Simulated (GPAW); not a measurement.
GPAW run on AuAl₂ (P1, 3 atoms in the cell): self-consistent single point.

Method: LDA (Perdew-Wang 92), GPAW PAW datasets LDA (gpaw-data 1.0.1) (plane waves; GPAW).

```yaml
crystal:
  lattice:
    - [0.00000, 3.00000, 3.00000]
    - [3.00000, 0.00000, 3.00000]
    - [3.00000, 3.00000, 0.00000]
  atoms:
    - { symbol: Al, position: [0.25701, 0.24589, 0.24321] }
    - { symbol: Al, position: [0.75180, 0.74539, 0.75208] }
    - { symbol: Au, position: [0.99119, 0.00872, 0.00470] }
```

Reference input (self-consistent single point, DFT PBE, plane waves, GPAW PAW datasets PBE (gpaw-data 1.0.1)): mode = pw; ecut = 600 eV; xc = PBE; kpts = 8 8 8; mesh shift (steps) = 0 0 0; occupations.name = methfessel-paxton; occupations.width = 0.1 eV; occupations.order = 0; nbands = -9; convergence.density = 1e-05 e/electron; convergence.energy = 1e-05 eV/electron; symmetry.symmorphic = false. This run's input differs from it in these lines:

```diff
@@ -14,3 +14,3 @@
 calc = GPAW(mode=PW(600),
-            xc='PBE',
+            xc='LDA',
             kpts={'size': (8, 8, 8), 'gamma': True},
```

Its files differ too (potentials: GPAW PAW datasets LDA (gpaw-data 1.0.1)).

Output, abridged:

```
     iter     time        total  log10-change:
                         energy   eigst   dens
iter:   1 --:--:--   -15.981687
iter:   2 --:--:--   -15.542708   -1.51  -0.98
iter:   3 --:--:--   -14.604105   -0.57  -1.00
iter:   4 --:--:--   -14.348951   -1.69  -1.28
iter:   5 --:--:--   -14.474103   -1.51  -1.28
iter:   6 --:--:--   -14.277798   -1.41  -1.52
iter:   7 --:--:--   -14.444045   -1.98  -2.07
iter:   8 --:--:--   -14.330226   -2.72  -1.66
iter:   9 --:--:--   -14.246752   -2.02  -1.83
iter:  10 --:--:--   -14.246844   -3.82  -3.04
iter:  11 --:--:--   -14.246819c  -4.91  -3.17
iter:  12 --:--:--   -14.246846c  -5.31  -3.25
   [... lines left out ...]
iter:  16 --:--:--   -14.246790c  -6.95  -4.08
iter:  17 --:--:--   -14.246785c  -6.67  -3.93
iter:  18 --:--:--   -14.246785c  -8.18c -4.04
iter:  19 --:--:--   -14.246789c  -6.75  -4.05
iter:  20 --:--:--   -14.246789c  -8.01c -4.10
iter:  21 --:--:--   -14.246788c  -7.97c -4.09
iter:  22 --:--:--   -14.246788c  -9.00c -4.11
iter:  23 --:--:--   -14.246787c  -8.29c -4.13
iter:  24 --:--:--   -14.246784c  -6.92  -4.15
iter:  25 --:--:--   -14.246785c  -7.88c -4.27
iter:  26 --:--:--   -14.246785c  -9.03c -4.87
iter:  27 --:--:--   -14.246785c  -8.49c -4.92
iter:  28 --:--:--   -14.246785c  -9.87c -5.40c
Converged after 28 iterations.

Dipole moment: (-0.930978, 0.282172, 0.005710) |e|*Ang

Energy contributions relative to reference atoms: (reference = -529470.415550)

Kinetic:         -8.204599
Potential:       +8.262844
External:        +0.000000
XC:             -14.547989
Entropy (-ST):   -0.006263
Local:           +0.246090
SIC:             +0.000000
--------------------------
Free energy:    -14.249916
Extrapolated:   -14.246785

Showing only first 2 kpts
 Kpt  Band  Eigenvalues  Occupancy
  0     6      9.39748    0.00000
  0     7     10.06865    0.00000
  0     8     10.10145    0.00000
  0     9     10.16023    0.00000

  1     6      7.76290    0.00000
  1     7      9.40910    0.00000
  1     8      9.43096    0.00000
  1     9      9.68134    0.00000

Fermi level: 7.18955

No gap
No difference between direct/indirect transitions
Energy (eV): -14.246785

Forces in eV/Ang:
  0 Al    0.31211   -0.05133   -0.06655
  1 Al    0.16803   -0.11139    0.06558
  2 Au   -0.48007    0.16270    0.00097

Stress tensor:
     0.013790     0.002657    -0.001265
     0.002657     0.012866    -0.003002
    -0.001265    -0.003002     0.012763
Stress (GPa, Voigt): [ 2.2095  2.0613  2.0448 -0.4809 -0.2026  0.4258]
```

The run converged in 28 iterations. GPAW prints stress with tension positive. Against the reference run the pressure goes from 3.87 to -2.11 GPa and the largest force goes from 0.559 to 0.507 eV/Å.

The starting cell has typed, rounded lattice constants, without a prior relaxation at this level. Its atoms were displaced at random from the sites of space group no. 225.

Cost on one core of a shared machine: roughly 2 min.
